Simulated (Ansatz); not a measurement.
## Cu3N, element substitutions

Take Cu$_{3}$N (space group Pm-3m, No. 221; a = 3.7649 Å) as the base.

Each row replaces one element on all its sites; cell and atoms are relaxed.

The values are results of PBEsol (Ansatz, a program for electronic structure, PAW, spin-orbit coupling left out), not measurements.

```tsv
case	band gap	density	shortest interatomic distance
base	zero	6.37 g/cm³	1.882 Å
N → P	0.39 eV	4.57 g/cm³	2.159 Å
Cu → Zn	zero	5.19 g/cm³	2.033 Å
Cu → Ga	zero	4.72 g/cm³	2.142 Å
N → I	zero	3.93 g/cm³	2.560 Å
```

Stability against distortions was not tested. As relaxed here, Cu3P, Zn3N, Ga3N and Cu3I are hypothetical phases, not in the database extracts checked. All final runs are without spin polarisation. An odd electron count without spin: Zn3N. Zn3N has a high density of states at the Fermi level and may be magnetic at this level. Gaps under 0.05 eV, about the width of the smearing, are given as zero. A zero or small gap of Cu3N can be the functional's error rather than a property of the material.
